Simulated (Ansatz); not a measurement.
Structures of equal composition on the (111) surface of germanium (Ge plane on top): (√3x√3)R30° Sn adatom at H3; (√3x√3)R30° Sn adatom at T4. The slabs share one bottom face, and each structure is named by its start. These are constructed structures in small cells; real faces may alloy, dewet or reconstruct in larger ones, and not all known structures of the face are among them. Slabs of about 13 Å, Fermi-Dirac smearing of 0.025 eV. Bottom of the slabs: H caps. Relaxed from the named starts with such symmetry as they have, on meshes of like density; energies extrapolated to zero smearing; spin only where a row says so; no spin-orbit coupling, no U. Brackets mark spin-polarised runs, whose order is one that fits the cell. Where a second, spin-polarised start was run, the lower counts.

Method: PBE (plane waves to 420 eV, PAW; Ansatz, an electronic-structure program).

### Question
Rank these by energy per 1x1 cell (lowest first), as PBE gives it.

### Answer
(√3x√3)R30° Sn adatom at T4 (0.000 eV [spin start, no net moment], no gap on the mesh), (√3x√3)R30° Sn adatom at H3 (0.110 eV [spin start, no net moment], no gap on the mesh)
